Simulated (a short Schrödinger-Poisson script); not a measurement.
# MOS inversion layer, SiO2 on p-type Ge(111)

Stack: MOS inversion layer, SiO2 on p-type Ge(111), at 300 K.

```csv
layer,material,thickness (nm),Na (cm⁻³)
1,SiO2,2.1,-
2,Ge,510,6.6e17
```

The device is made up for the run: typed textbook-type constants, with dimensions and the other settings drawn at random. SiO2: permittivity 3.9, conduction-band edge (eV) 3.1, gap (eV) 9, electron mass (mₑ) 0.5. Ge: permittivity 16, conduction-band edge (eV) 0, gap (eV) 0.664, Nv at 300 K (cm⁻³) 6e18.

Channel valleys (confinement mass, in-plane density-of-states mass, number): L1 1.59, 0.08, 1; L3 0.09, 0.34, 3. At the gate the conduction-band edge of layer 1 lies 3.45 eV − eVg above the Fermi level of the channel; the field vanishes at the back. Gaps are held at their typed values at every temperature. Mesh 0.03 nm at interfaces.

Solved with a short Schrödinger-Poisson script written for these runs: 1D Poisson equation in equilibrium, electrons quantum, Hartree (BenDaniel-Duke, 12 states a valley, the channel's in-plane mass for all, wave functions ending at the dielectric), parabolic valleys, classical holes, full ionisation, no traps, pinning or gate leakage.

```tsv
Vg (V)	electrons (cm⁻²)	C (μF/cm²)	L1 E0 (meV)	L1 E1 (meV)	L3 E0 (meV)	L3 E1 (meV)
0.2	1.33e6	0.404	368.2	402.3	439.4	514.8
0.3	1.82e7	0.366	296.0	333.7	375.1	461.4
0.4	2.93e8	0.338	221.3	262.1	307.2	402.7
0.5	5.14e9	0.332	145.1	188.6	236.9	340.3
0.6	7.70e10	0.523	72.9	119.1	170.3	280.4
0.7	4.34e11	0.931	24.2	73.2	127.0	241.4
0.8	1.03e12	1.12	-4.3	48.0	104.3	221.4
0.9	1.73e12	1.20	-24.5	31.3	90.0	209.2
1	2.48e12	1.25	-41.0	18.4	79.6	200.7
1.1	3.25e12	1.27	-55.5	7.7	71.3	194.3
1.2	4.05e12	1.29	-68.7	-1.7	64.5	189.2
1.3	4.85e12	1.31	-81.0	-10.1	58.7	185.0
1.4	5.67e12	1.32	-92.7	-17.8	53.5	181.6
1.5	6.49e12	1.33	-103.9	-25.0	49.0	178.7
1.6	7.32e12	1.34	-114.6	-31.8	44.8	176.1
1.7	8.16e12	1.35	-125.1	-38.2	41.0	174.0
1.8	9.00e12	1.35	-135.3	-44.4	37.5	172.1
1.9	9.84e12	1.36	-145.3	-50.3	34.2	170.4
2	1.07e13	1.36	-155.0	-56.1	31.2	168.9
2.1	1.15e13	1.37	-164.6	-61.7	28.3	167.6
```

Gate voltages with under 1e6 electrons/cm² are left out.

Subbands count from the Fermi level.

Only the L valleys are kept; under strong confinement the Δ valleys of Ge fill too.
